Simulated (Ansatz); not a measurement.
Cell and atoms of amorphous In9Ga9Zn9O36H2:

```xyz
65
Lattice="9.4173 -0.1008 -0.0234 -0.1008 9.3064 0.1349 -0.0234 0.1349 9.1899" Properties=species:S:1:pos:R:3 pbc="T T T"
In     1.5732     5.0535     1.9953
In     4.2619     5.9378     3.8154
In     6.8500     4.3339     5.3338
In     2.4131     6.7528     7.6891
In     1.0646     0.4360     5.4516
In     7.2997     6.9201     2.0909
In     0.0714     2.1347     0.2395
In     4.6974     8.4512     0.7335
In     4.4499     9.2246     4.1400
Ga     3.1455     3.5552     8.9579
Ga     0.6966     3.4862     6.6774
Ga     3.6019     1.0122     7.1229
Ga     7.5816     7.8959     4.8050
Ga     2.3958     0.6901     1.7441
Ga     3.2295     3.6291     5.3322
Ga     5.7184     7.2144     6.7743
Ga     8.3796     5.6694     8.2573
Ga     6.0736     2.3516     8.5796
Zn     0.7044     5.9598     5.0981
Zn     5.1581     5.4591     0.3101
Zn     1.0565     7.9082     3.1502
Zn     0.1396     2.9208     3.9025
Zn     7.3826     1.2685     2.9261
Zn     4.7405     2.8443     2.4527
Zn     0.5467     8.1153     0.4129
Zn     7.5312     3.8211     1.7635
Zn     7.7800     1.1441     6.3812
O      6.5503     3.0939     3.3090
O      2.1166     6.2841     3.6357
O      0.4174     0.3817     1.4205
O      7.0037     5.8263     6.9728
O      2.3999     8.9013     6.9072
O      7.0689     6.1931     4.1058
O      4.9811     3.4572     0.3460
O      2.5896     8.4148     0.8386
O      0.0345     7.8373     4.9602
O      6.8862     8.6419     6.3624
O      8.9769     4.2040     5.2750
O      2.7379     5.1810     0.2042
O      4.5211     7.4863     5.2941
O      5.0712     6.6269     1.9601
O      0.3086     7.0793     8.0986
O      4.7716     4.6647     5.4736
O      4.4867     1.5620     5.4305
O      2.1638     2.3386     0.8495
O      7.3866     1.9209     0.7343
O      2.3271     0.1061     3.6154
O      0.1385     1.6524     7.2680
O      7.2232     5.3227     0.5781
O      0.0273     6.7747     1.9035
O      6.5484     2.6130     6.7827
O      3.3643     3.9607     3.2511
O      0.0396     3.5936     2.1183
O      4.9544     0.8565     8.3490
O      8.6409     1.1680     4.5172
O      6.8886     8.3070     0.4918
O      6.6084     8.7956     3.4009
O      3.0199     2.8075     7.2842
O      4.5455     7.0449     8.2192
O      2.0010     5.0604     6.3246
O      1.6597     2.5767     5.1364
O      4.4037     0.8845     2.1004
O     -0.0525     4.1539     8.2998
H      5.3526     1.9282     5.8229
H      7.2380     9.2063     0.6723
```

All values below come from PBE, scalar-relativistic without spin-orbit coupling (plane waves to 420 eV, PAW; Ansatz, a program for electronic structure). The usual formal charges leave 2 electrons over, so the level spacing at the Fermi energy parts defect or band states and needn't be the band gap.

A CHGNet melt-quench gave the starting glass, which DFT then relaxed. O atoms were pushed apart under 1.9 Å during the dynamics, to hinder bonds among them. The hot cell started wider than the set density and was brought back towards it in steps. It is the lowest in DFT energy of 2 quenches. It is a model cell: composition and starting density were chosen by hand, and all elements were melted together. No dispersion term was used. Its density started from a set value of 5.83 and ended at 5.83 g/cm³. The quench (nominally 350 K/ps over its main leg) was far faster than any real one, so the model tends to hold more defects than a real film. Values belong to this one cell and scatter from quench to quench. The volume was held where the preparation left it and the shape relaxed, at a PBE pressure of 2.0 GPa. Stress components on the final sampling reach 2.3 GPa. On a 2×2×2 Γ-centred mesh force components of up to 0.17 eV/Å stay, since the relaxation ran on the zone centre alone.

Cut-offs for bonds: In-In 3.12 Å, In-Ga 2.90 Å, In-Zn 2.90 Å, In-O 2.60 Å, In-H 2.08 Å, Ga-Ga 2.68 Å, Ga-Zn 2.68 Å, Ga-O 2.28 Å, Ga-H 1.84 Å, Zn-Zn 2.68 Å, Zn-O 2.60 Å, Zn-H 1.84 Å, O-O 1.58 Å, O-H 1.16 Å, H-H 0.90 Å. Two cations that share two anions don't count as bonded, nor two that share one unless they lie closer than In-In 3.04 Å, In-Ga 2.82 Å, In-Zn 2.82 Å, Ga-Ga 2.61 Å, Ga-Zn 2.61 Å, Zn-Zn 2.61 Å.

Give the coordination numbers, mean bond lengths and angles.


The mean coordination of In by anions comes out as 5.56 (4 with 5, 5 with 6) and the mean coordination of Ga by anions comes out as 4.33 (6 with 4, 3 with 5). The mean coordination of Zn by anions is 4.22 (7 with 4, 2 with 5). The mean coordination of O is 3.58 (15 with 3, 21 with 4). The mean coordination of H is 1.00 (2 with 1). The mean In-O bond is 2.218 Å (spread 0.084 Å, 50 counted) and the mean Ga-O bond is 1.930 Å (spread 0.081 Å, 39 counted). The mean Zn-O bond is 2.046 Å (spread 0.125 Å, 38 counted) and the mean O-H bond is 1.000 Å (spread 0.019 Å, 2 counted). The bond angle at In is mean 105.0°, spread 28.7°. The bond angle at Ga is mean 108.5°, spread 22.3°. The bond angle at Zn comes out as mean 108.1°, spread 20.9° and the bond angle at O is mean 110.3°, spread 17.2°.

List the pairs of like atoms that count as bonded by the rules above.

There are none by these rules.

What Bader charges do the atoms carry, from a run on the zone centre alone?

Means (range): In +1.79 e (+1.74 to +1.86), Ga +1.80 e (+1.77 to +1.82), Zn +1.20 e (+1.18 to +1.23), O -1.23 e (-1.26 to -1.20), H +0.58 e (+0.56 to +0.60).
```tsv
atom	charge (e)
In1	+1.74
In2	+1.76
In3	+1.86
In4	+1.78
In5	+1.80
In6	+1.79
In7	+1.81
In8	+1.82
In9	+1.74
Ga10	+1.80
Ga11	+1.81
Ga12	+1.78
Ga13	+1.77
Ga14	+1.80
Ga15	+1.82
Ga16	+1.81
Ga17	+1.81
Ga18	+1.79
Zn19	+1.20
Zn20	+1.23
Zn21	+1.21
Zn22	+1.18
Zn23	+1.19
Zn24	+1.18
Zn25	+1.19
Zn26	+1.18
Zn27	+1.20
O28	-1.21
O29	-1.21
O30	-1.22
O31	-1.26
O32	-1.20
O33	-1.24
O34	-1.25
O35	-1.25
O36	-1.22
O37	-1.24
O38	-1.23
O39	-1.22
O40	-1.21
O41	-1.22
O42	-1.20
O43	-1.20
O44	-1.25
O45	-1.26
O46	-1.25
O47	-1.23
O48	-1.23
O49	-1.23
O50	-1.22
O51	-1.23
O52	-1.21
O53	-1.20
O54	-1.25
O55	-1.23
O56	-1.20
O57	-1.23
O58	-1.25
O59	-1.22
O60	-1.23
O61	-1.22
O62	-1.22
O63	-1.26
H64	+0.60
H65	+0.56
```
